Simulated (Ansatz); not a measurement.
Response to strain in HfO2

Consider HfO2 in the fluorite structure (space group Fm-3m, No. 225).

```
CELL_PARAMETERS angstrom
      0.00000     2.50052     2.50052
      2.50052     0.00000     2.50052
      2.50052     2.50052     0.00000
ATOMIC_POSITIONS crystal
  Hf 0.00000 0.00000 0.00000
  O  0.25000 0.25000 0.25000
  O  0.75000 0.75000 0.75000
```

Cartesian axes are those of the cell as printed.

Strains are applied to the cell and any free atomic positions relax; under biaxial strain the out-of-plane vector relaxes too.

Method: LDA (Ansatz, a first-principles code; PAW; 420 eV plane waves; without spin-orbit coupling).

| biaxial strain, plane normal [001], relaxed out of plane (%) | out-of-plane strain (%) |
|---|---|
| 0 | 0.00 |
| 1 | -0.38 |
| 1.5 | -0.57 |
| 2 | -0.74 |
| 2.5 | ? |
| 3 | -1.07 |

### Question
Fit ε⊥ = −νε + γε² (strains in %) to the rows shown and predict the withheld row.

### Answer
Least squares on the printed values gives ν = 0.40 (the biaxial Poisson response) and γ = 0.014 (largest residual 0.00 %); this predicts -0.91 %, and the run gives -0.91 %, in agreement.

Whether these cells are dynamically stable was not tested. This is not the structure that HfO2 has at room temperature and ambient pressure.
